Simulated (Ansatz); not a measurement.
Response to strain in Be

The reference is Be in the bcc (W type) structure (space group Im-3m, No. 229; a = 2.493 Å; a cell from a computed database, its experimental status unchecked; relaxed with 0.1 eV smearing). Axes: x, y, z lie along the cube axes.

Strains are applied to the cell and any free atomic positions relax.

Level of theory: PBEsol (Ansatz, a first-principles code, PAW, no spin-orbit coupling).

Candidates:
(a) strain tensor (xx, yy, zz, yz, xz, xy) = (+0.79, +0.58, +0.09, −0.22, +0.75, −0.05) %
(b) isotropic strain −2.85 %
(c) uniaxial strain ε_zz = +0.80 %

Notes on the quantities. energy relative to the base: free energy F.

Problem. Order them by energy relative to the base, lowest first.

Solution. (c) uniaxial strain ε_zz = +0.80 % (+0.3 meV/atom), (a) strain tensor (xx, yy, zz, yz, xz, xy) = (+0.79, +0.58, +0.09, −0.22, +0.75, −0.05) % (+1.9 meV/atom), (b) isotropic strain −2.85 % (+24 meV/atom)

No phonon test of stability was made. This is not the structure that Be has at room temperature and ambient pressure.
